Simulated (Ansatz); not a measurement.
## Ansatz run on BW (P6/mmm, 6 atoms in the cell): self-consistent single point

Method: PBE (plane waves, PAW; Ansatz, an electronic-structure program).

The input file:

Ansatz 0.2 input:
```yaml
crystal:
  lattice:
    - [5.71665300, 0.00000000, 0.00000000]
    - [-2.85832600, 4.95076600, 0.00000000]
    - [0.00000000, 0.00000000, 4.61284800]
  atoms:
    - { symbol: W, position_ang: [2.85832650, 0.00000000, 0.00000000] }
    - { symbol: W, position_ang: [1.42916350, 2.47538300, 0.00000000] }
    - { symbol: W, position_ang: [-1.42916300, 2.47538300, 0.00000000] }
    - { symbol: B, position_ang: [0.00000000, 0.00000000, 0.00000000] }
    - { symbol: B, position_ang: [-0.00000252, 3.30051232, 2.30642400] }
    - { symbol: B, position_ang: [2.85832952, 1.65025368, 2.30642400] }
basis:
  ecutwfc: 420.0 eV
kpoints:
  mp_grid: { grid: [7, 7, 7] }
hamiltonian:
  xc: pbe
  pseudopotentials: { kind: paw }
scf:
  occupations: { method: methfessel_paxton, width: 0.272 eV }
output:
  forces: true
  eigenvalues: true
  stress: true
```

The program printed (abridged):

```
WARN the atoms were moved onto the symmetric positions of the space group found under crystal.symmetry.tolerance 1.0e-5 (fractional …
WARN ansatz: RAYON_NUM_THREADS=1 ignored (pool sized by the plan → 1); use --threads N
Pseudopotentials: kind: paw
Pseudopotential: W, paw, valence charge 14
Pseudopotential: B, paw, valence charge 3
Crystal: 6 atoms, lattice volume = 130.552 Å³
Basis set: ecut = 420 eV, 2583 PW (Γ), exchange–correlation on 80×80×64 points (8 copies of the dense FFT grid, shifted against one another)
Bands: 32, of which v1, the nominal top of the filled ones, is band 26 counted from 1 (25 counted from 0)
Symmetry: 24 space group operations
Space group: P6/mmm (ITA 191), of the structure as read, at distance tolerance 5.1e-5 Å
k-points: 32 of 343
Initial density: superposition of atomic densities (neutral atoms: chi_scale 0, normalization atom), corrected by the library's trained network
Initial wavefunctions: pseudopotential atomic-orbital guess
Eigensolver: davidson
Functional: x = pbe(κ = 0.804, μ = 0.2195149727645171), c = pbe(β = 0.06672455060314922)
SCF iter   1: F=—  HF=-31609.429732 eV  |F-HF|=—  |Δ(HF+E_count)|=         —  Δρ=6.72e-3  dr2=6.04e-2  ethr=1.77e-3  ⟨swp⟩=4.2  Hψ=3992  notcnv=0
all-band conjugate gradients solve this SCF's bands
preconditioner: auto → LDOS
SCF iter   2: F=—  HF=-31609.423955 eV  |F-HF|=—  |Δ(HF+E_count)|=   5.78e-3  S|Δr|=    0.00e0  Δρ=1.65e-3  dr2=6.39e-3  ethr=1.18e-4  ⟨swp⟩=2.1  Hψ=1639  notcnv=0
SCF iter   3: F=—  HF=-31609.423096 eV  |F-HF|=—  |Δ(HF+E_count)|=   8.59e-4  S|Δr|=    0.00e0  Δρ=3.23e-4  dr2=2.74e-4  ethr=1.25e-5  ⟨swp⟩=2.0  Hψ=1411  notcnv=0
SCF iter   4: F=—  HF=-31609.423112 eV  |F-HF|=—  |Δ(HF+E_count)|=   1.62e-5  S|Δr|=    0.00e0  Δρ=8.79e-5  dr2=1.23e-5  ethr=5.38e-7  ⟨swp⟩=2.0  Hψ=1435  notcnv=0
SCF iter   5: F=—  HF=-31609.423096 eV  |F-HF|=—  |Δ(HF+E_count)|=   1.55e-5  S|Δr|=    0.00e0  Δρ=2.05e-5  dr2=4.66e-7  ethr=2.41e-8  ⟨swp⟩=2.0  Hψ=1456  notcnv=0
SCF iter   6: F=-31609.423097 eV  HF=-31609.423097 eV  |F-HF|=1.40e-8  |Δ(HF+E_count)|=   4.81e-7  S|Δr|=    0.00e0  Δρ=4.20e-6  dr2=1.48e-8  ethr=1.96e-10  ⟨swp⟩=8.6  Hψ=4548  notcnv=0
SCF 1 converged in 6 iterations: F = -31609.423097 eV  dr2 = 1.48e-8
SCF converged after 6 iterations
Stability not checked (fill_not_monotonic)
Free energy (F): -31609.423097 eV
Harris-Foulkes:  -31609.423097 eV  (|F-HF|=1.40e-8)
Internal energy: -31609.416615 eV  (E = F + TS)
E sigma→0 (E₀):  -31609.421476 eV
Entropy (-TS):   -0.006482 eV (-1.080 meV/atom)
Fermi energy:    7.590070 eV
--- Per-component energies (eV) ---
  E_band       = -819.276580
  E_kinetic    = 1419.117508
  E_local      = -4300.817353  (includes V_loc(G=0)·N_el)
  E_nonlocal   = 39.355824
  E_hartree    = 1596.898589
  E_xc         = -866.867139
  E_vxc        = -790.655682  (∫ρ·V_xc dr)
  E_paw        = -25920.196547  (= ΣΔE_a)
  E_vpaw       = -380.072499  (= ΣTr[D̂ρ^β])
  E_aug_tail   = -0.000194  (compensation charges beyond the density's cutoff)
  E_ewald      = -3576.907302
  E_smearing   = -0.006482  (= −TS)
  E_closure    = 0.000000  (closes the sum)
  Σ components = -31609.423097   (vs F -31609.423097, Δ=0.00e0)
--- Forces (eV/Å), atoms counted from 1 ---
  atom   1  W      0.00000000     0.00000000     0.00000000
   [... zero for the other atoms too ...]
  max |Σ_I F_I| component: 1.16e-17 eV/Å
--- Stress (GPa, compression-positive) ---
      -36.161896      -0.000000       0.000000
       -0.000000     -36.161896       0.000000
        0.000000       0.000000     -38.360953
  P = ⅓ Tr σ = -36.8949 GPa (-368.949 kbar)
  The stress holds the Pulay correction. Without it, at fixed plane waves, as pw.x and ABINIT print it: P = -36.9526 GPa
--- Band table (eV; the first three rows and the last of 32) ---
  k-point 0: bands = ["-66.6641", "-66.6149", "-66.6149", "-31.1135", "-30.9053", "-30.8976", "-30.8976", "-30.8182", "-30.8182", "-30.5465", "-30.3772", "-30.3772", "-0.3815", "1.9970", "3.4781", "3.9056", "4.0685", "4.6467", "4.6467", "6.1285", [...]
  k-point 1: bands = ["-66.6641", "-66.6149", "-66.6149", "-31.1135", "-30.9057", "-30.8976", "-30.8976", "-30.8185", "-30.8185", "-30.5465", "-30.3772", "-30.3772", "-0.2402", "1.9989", "2.9523", "3.6945", "4.7389", "4.7389", "4.8002", "6.2332", [...]
  k-point 2: bands = ["-66.6641", "-66.6149", "-66.6149", "-31.1133", "-30.9066", "-30.8975", "-30.8975", "-30.8192", "-30.8192", "-30.5465", "-30.3772", "-30.3772", "0.1587", "1.9603", "2.4433", "3.1605", "4.9327", "4.9327", "5.8945", "6.2874", [...]
  k-point 31: bands = ["-66.6441", "-66.6350", "-66.6149", "-30.8940", "-30.8718", "-30.8557", "-30.8465", "-30.8199", "-30.7664", "-30.6766", "-30.5979", "-30.4512", "1.8266", "1.9997", "2.3617", "3.3102", "3.9459", "5.2858", "5.3691", "5.7044", [...]
```

The run converged in 6 iterations.

The starting cell was generated: these elements placed on a structure prototype, without a prior relaxation; it need not be a known phase or ordering of this composition. Its lattice was rescaled by a random factor within 2.5 % of one. Spin-orbit coupling is off. Spin polarisation is off. With a pressure of about -37 GPa the cell is away from its equilibrium volume at this level. Ansatz's pressure includes its estimate of the finite-basis (Pulay) stress.
